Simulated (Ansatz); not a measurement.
Density of states of CsHg (P-1, 8 atoms in the cell).

```xyz
8
Lattice="7.1770 0.0000 0.0000 -0.2267 7.5125 0.0000 -1.7916 -2.3805 6.9953" Properties=species:S:1:pos:R:3 pbc="T T T"
Cs     4.3694     1.2456     3.8572
Cs     0.7892     3.8864     3.1382
Cs     0.6495    -0.4574     6.0228
Cs     4.5091     5.5894     0.9725
Hg     4.3413     5.0295     4.9870
Hg     0.8173     0.1024     2.0084
Hg    -0.8964     3.4019     6.6198
Hg     6.0550     1.7300     0.3755
```

Method: LDA (PW92), PAW files made with PBE (plane waves; Ansatz, a first-principles code).

SCF settings: basis.ecutwfc = 30.9 Ry; kpoints.mp_grid.grid = 3 3 3; hamiltonian.xc = lda; hamiltonian.pseudopotentials = {kind: paw} (the program's default PAW files); scf.occupations.method = gaussian; scf.occupations.width = 0.0073 Ry. Keys of the DOS step: output.dos.nscf_kmesh.grid = 5 5 5; output.dos.method = {smearing: {sigma: 0.1}} eV.

The starting cell comes from a database of computed structures (which also holds hypothetical and non-ambient phases and stackings), without a prior relaxation at this level. Its lattice was rescaled by a random factor within 2.5 % of one. Spin-orbit coupling is off.

Total DOS (both spins), as means of the tabulated values in each energy bin; the zero is the program's Fermi level or highest filled level, and the curve is cut to this window:

```
E (eV) | states/eV/cell
    -7.80 | ####### 10.2
    -7.40 | ######################## 32.8
    -7.00 | ############################## 41.1
    -6.60 | ########### 14.8
    -6.20 | ## 2.28
    -5.80 | ### 3.85
    -5.40 |  0.00
    -5.00 |  0.00
    -4.60 | # 0.72
    -4.20 | ####### 9.09
    -3.80 |  0.19
    -3.40 |  0.00
    -3.00 | ## 2.12
    -2.60 | ## 2.85
    -2.20 |  0.02
    -1.80 |  0.00
    -1.40 |  0.20
    -1.00 | # 1.50
    -0.60 | ### 3.47
    -0.20 | #### 4.87
     0.20 | ##### 6.64
     0.60 | ###### 7.75
     1.00 | ###### 8.25
```

Around zero the curve holds about 5.5 states/eV/cell.

Keys are those of Ansatz 0.2.
